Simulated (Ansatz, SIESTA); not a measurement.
## One structure in several programs: Ti4CN3 (R-3m, 8 atoms in the cell)

Self-consistent single point, at a second geometry (lattice scaled by 0.98). First geometry:

```
Ti4CN3
1.0
    1.54113     0.88977    10.08317
   -1.54113     0.88977    10.08317
    0.00000    -1.77955    10.08317
Ti C N
4 1 3
Cartesian
  0.00000   0.00000  18.92537
  0.00000   0.00000  11.32415
  0.00000   0.00000  26.45883
  0.00000   0.00000   3.79069
  0.00000   0.00000  15.12476
  0.00000   0.00000  22.65193
  0.00000   0.00000   7.59759
  0.00000   0.00000   0.00000
```

Shared settings, as Ansatz (an electronic-structure program) writes them: kpoints.mp_grid.grid = 6 6 6; scf.occupations.method = fermi_dirac; scf.occupations.width = 0.05 eV. Potentials and cutoffs stand in the table.

```csv
code,model,ΔF from the first geometry (meV/atom),pressure (GPa),largest force (eV/Å),cutoff
Ansatz,"PBEsol, PAW files made with PBE",-61.9,-9.50,0.133,default
SIESTA,"GGA PBEsol, numerical atomic orbitals DZP, PseudoDojo PBEsol standard norm-conserving potentials (rewritten from UPF to PSML)",-67.0,-10.31,0.148,grid 350 Ry
```

Size of the force on each atom (eV/Å): Sizes of forces hide their directions.

```tsv
code	Ti1	Ti2	Ti3	Ti4	C5	N6	N7	N8
Ansatz	0.120	0.120	0.133	0.133	0.000	0.085	0.085	0.000
SIESTA	0.119	0.119	0.148	0.148	0.000	0.080	0.080	0.000
```

On Ansatz's run: spin polarisation is off; with an odd number of electrons in the cell that forces a metal, and a magnetic state may lie lower.

The spread over the programs that give each value: ΔF from the first geometry within 5.1 meV/atom; pressure within 0.81 GPa; largest force within 0.015 eV/Å.

SIESTA uses small atom-centred bases, whose incompleteness enters pressures, forces and empty levels differently from a plane-wave cutoff. Ansatz's pressure is given at a fixed set of plane waves, as the other plane-wave codes print theirs; with its correction for the finite basis it is -9.18 GPa (the shift of 0.32 GPa shows how far the cutoff is from converged).

The shared mesh is coarse (it stands for a supercell whose shortest vector is 18 Å), so the values are not converged in it.

The starting cell comes from a database of computed structures (which also holds hypothetical and non-ambient phases and stackings), without a prior relaxation at this level. Its lattice was rescaled by a random factor within 2.5 % of one. For this run, on top of that: lattice scaled by 0.98.

Keys are those of Ansatz 0.2.
